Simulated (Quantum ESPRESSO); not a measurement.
Checking a run of Quantum ESPRESSO on SrLa2Al2O7 (I4/mmm, 12 atoms in the cell). The aim is a self-consistent single point with DFT, PBEsol, plane waves, GBRV 1.5 ultrasoft (PBESOL) pseudopotentials.

The input file:

```fortran
&CONTROL
    calculation = 'scf',
    prefix = 'scf',
    outdir = './tmp',
    pseudo_dir = './',
    tprnfor = .true.,
    tstress = .true.,
/
&SYSTEM
    ibrav = 7,
    celldm(1) = 7.3034588799,
    celldm(3) = 5.462646681971,
    nat = 12,
    ntyp = 4,
    ecutwfc = 40,
    ecutrho = 200,
    occupations = 'smearing',
    smearing = 'fermi-dirac',
    degauss = 0.0036749,
/
&ELECTRONS
    conv_thr = 1.0e-11,
/
ATOMIC_SPECIES
Sr    87.6200  la_pbesol_v1.uspp.F.UPF
La   138.9055  sr_pbesol_v1.uspp.F.UPF
Al    26.9815  al_pbesol_v1.uspp.F.UPF
O     15.9990  o_pbesol_v1.2.uspp.F.UPF
ATOMIC_POSITIONS {angstrom}
Sr  0.0000000000    0.0000000000   10.5560840000
La  0.0000000000    0.0000000000   14.3659858373
La  0.0000000000    0.0000000000    6.7461821627
Al  0.0000000000    0.0000000000   19.2143952185
Al  0.0000000000    0.0000000000    1.8977727815
O   -1.9324120000    0.0000000000    8.4520453371
O   0.0000000000    1.9324120000    2.1040386629
O   0.0000000000    1.9324120000    8.4520453371
O   -1.9324120000    0.0000000000    2.1040386629
O   0.0000000000    0.0000000000   16.8580661480
O   0.0000000000    0.0000000000    4.2541018520
O   0.0000000000    0.0000000000    0.0000000000
K_POINTS {automatic}
5 5 5  0 0 0
```

Output, abridged:

```
     G-vector sticks info
     --------------------
     sticks:   dense  smooth     PW     G-vecs:    dense   smooth      PW
     Sum        2363    1883    581                50845    36341    6225

     bravais-lattice index     =            7
     lattice parameter (alat)  =       7.3035  a.u.
   [... lines left out ...]
         7        O      tau(   7) = (   0.0000000   0.5000000   0.5444074  )
         8        O      tau(   8) = (   0.0000000   0.5000000   2.1869160  )
         9        O      tau(   9) = (  -0.5000000   0.0000000   0.5444074  )
        10        O      tau(  10) = (   0.0000000   0.0000000   4.3619234  )
        11        O      tau(  11) = (   0.0000000   0.0000000   1.1007233  )
        12        O      tau(  12) = (   0.0000000   0.0000000   0.0000000  )

     number of k points=    18  Fermi-Dirac smearing, width (Ry)=  0.0037
                       cart. coord. in units 2pi/alat
        k(    1) = (   0.0000000   0.0000000   0.0000000), wk =   0.0160000
        k(    2) = (  -0.2000000   0.0000000   0.0366123), wk =   0.1280000
        k(    3) = (  -0.4000000   0.0000000   0.0732246), wk =   0.1280000
   [... 15 lines left out ...]

     Dense  grid:    50845 G-vectors     FFT dimensions: (  96,  96,  96)

     Smooth grid:    36341 G-vectors     FFT dimensions: (  90,  90,  90)

     Initial potential from superposition of free atoms

     starting charge      78.9044, renormalised to      79.0000

     negative rho (up, down):  2.041E-01 0.000E+00
     Self-consistent Calculation

     iteration #  1     ecut=    40.00 Ry     beta= 0.70

     negative rho (up, down):  2.052E-01 0.000E+00

     total energy              =    -481.41545686 Ry
     estimated scf accuracy    <       2.60500536 Ry

     iteration #  2     ecut=    40.00 Ry     beta= 0.70

     negative rho (up, down):  1.318E-01 0.000E+00

     total energy              =    -470.55034191 Ry
     estimated scf accuracy    <     207.55440540 Ry

     iteration #  3     ecut=    40.00 Ry     beta= 0.70

     negative rho (up, down):  1.315E-01 0.000E+00

     total energy              =    -481.85400300 Ry
     estimated scf accuracy    <       5.83143969 Ry

   [... 20 blocks of this kind left out ...]

     iteration # 24     ecut=    40.00 Ry     beta= 0.70

     negative rho (up, down):  1.915E-01 0.000E+00

     total energy              =    -482.71686129 Ry
     estimated scf accuracy    <          2.2E-11 Ry

     iteration # 25     ecut=    40.00 Ry     beta= 0.70

     negative rho (up, down):  1.915E-01 0.000E+00
     End of self-consistent calculation

     the Fermi energy is     8.3583 ev

!    total energy              =    -482.71686129 Ry
     estimated scf accuracy    <          7.7E-12 Ry
     smearing contrib. (-TS)   =      -0.00521122 Ry
     internal energy E=F+TS    =    -482.71165008 Ry

     convergence has been achieved in  25 iterations

     negative rho (up, down):  1.915E-01 0.000E+00

     Forces acting on atoms (cartesian axes, Ry/au):

     atom    1 type  1   force =     0.00000000    0.00000000   -0.00000000
     atom    2 type  2   force =     0.00000000    0.00000000    0.03342808
     atom    3 type  2   force =     0.00000000    0.00000000   -0.03342808
     atom    4 type  3   force =     0.00000000    0.00000000   -0.09310373
   [... lines left out ...]
     Total force =     0.217078     Total SCF correction =     0.000004
   [... lines left out ...]

     negative rho (up, down):  1.915E-01 0.000E+00
          total   stress  (Ry/bohr**3)                   (kbar)     P=     -121.17
  -0.00078101   0.00000000   0.00000000         -114.89        0.00        0.00
   0.00000000  -0.00078101   0.00000000            0.00     -114.89        0.00
   0.00000000  -0.00000000  -0.00090904            0.00       -0.00     -133.72

   JOB DONE.
```

Can these results be used? Check the input.

The run is not sound. The fault is potential files assigned to the wrong elements. Each file describes one element; swapped files give the atoms the wrong cores and charges. To fix it, match the files to the elements. The run converged in 25 iterations without an error; against the sound input the pressure goes from -13.85 to -12.12 GPa, the largest force goes from 0.354 to 2.394 eV/Å and no clean gap remains on the mesh (levels overlap or are partly filled), against 2.97 eV before.

The sound input it was made from differs as follows (other fixes are possible):
```diff
-Sr    87.6200  la_pbesol_v1.uspp.F.UPF
-La   138.9055  sr_pbesol_v1.uspp.F.UPF
+Sr    87.6200  sr_pbesol_v1.uspp.F.UPF
+La   138.9055  la_pbesol_v1.uspp.F.UPF
-Sr  0.0000000000    0.0000000000   10.5560840000
-La  0.0000000000    0.0000000000   14.3659858373
-La  0.0000000000    0.0000000000    6.7461821627
-Al  0.0000000000    0.0000000000   19.2143952185
-Al  0.0000000000    0.0000000000    1.8977727815
-O   -1.9324120000    0.0000000000    8.4520453371
-O   0.0000000000    1.9324120000    2.1040386629
-O   0.0000000000    1.9324120000    8.4520453371
-O   -1.9324120000    0.0000000000    2.1040386629
-O   0.0000000000    0.0000000000   16.8580661480
-O   0.0000000000    0.0000000000    4.2541018520
-O   0.0000000000    0.0000000000    0.0000000000
+Sr    0.0000000000    0.0000000000   10.5560840000
+La    0.0000000000    0.0000000000   14.3659858373
+La    0.0000000000    0.0000000000    6.7461821627
+Al    0.0000000000    0.0000000000   19.2143952185
+Al    0.0000000000    0.0000000000    1.8977727815
+O    -1.9324120000    0.0000000000    8.4520453371
+O     0.0000000000    1.9324120000    2.1040386629
+O     0.0000000000    1.9324120000    8.4520453371
+O    -1.9324120000    0.0000000000    2.1040386629
+O     0.0000000000    0.0000000000   16.8580661480
+O     0.0000000000    0.0000000000    4.2541018520
+O     0.0000000000    0.0000000000    0.0000000000
```

With that input, the run converged in 19 iterations: free energy E − TS -7009.5520 eV; top of the valence band (on the code's own zero) 9.08 eV; gap on the k-point mesh 2.97 eV; pressure -13.85 GPa; largest force (vector length) 0.354 eV/Å (DFT, PBEsol, plane waves, GBRV 1.5 ultrasoft (PBESOL) pseudopotentials).

On the sound input: the starting cell comes from a database of computed structures (which also holds hypothetical and non-ambient phases and stackings), without a prior relaxation at this level. Its lattice was rescaled by a random factor within 2.5 % of one. With a pressure of about -14 GPa the cell is away from its equilibrium volume at this level.
